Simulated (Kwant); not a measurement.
System: quantum point contact (saddle potential) in a InAs two-dimensional gas. Effective mass 0.023 mₑ, grid spacing 6.7 nm, hard walls, nominal width 200 nm (29 grid rows, so walls 201 nm apart), one parabolic valley, scattering region 600 nm long along x; energies count from the band bottom; Fermi energy 0.0119 eV. Potential (V0 + ½k y²) cos²(πx/L) for |x| < L/2, with V0 swept from 0.012495 to 0 eV, k = 7.3e-06 eV/nm², L = 390 nm.

Constants are typed, rounded textbook-type inputs, not results; the design itself was drawn at random and stands for no fabricated device.

Computed with Kwant: effective-mass tight-binding model on a square grid, one spin, coherent transport at 0 K. Conductance is in e²/h.

**Question.** Compare with the saddle-point formula G = Σ 1/(1 + exp(−2π(E − V0 − ħωy(n + ½))/ħωx)), taking ħωy = ħ√(k/m) and ħωx from the curvature along x of V0 plus half of the mode's confinement energy.

**Answer.** ħωy = 4.92 meV; at V0 = 10.1 meV the lowest mode has ħωx = 2.21 meV.

```tsv
V0 (meV)	formula	simulation
11.8	0.0020	0.0019
10.1	0.12	0.13
8.51	0.95	0.95
6.88	1.00	1.00
5.25	1.09	1.10
3.62	1.96	1.97
```

The formula takes a parabolic saddle in the continuum; the run has the full potential on a grid.
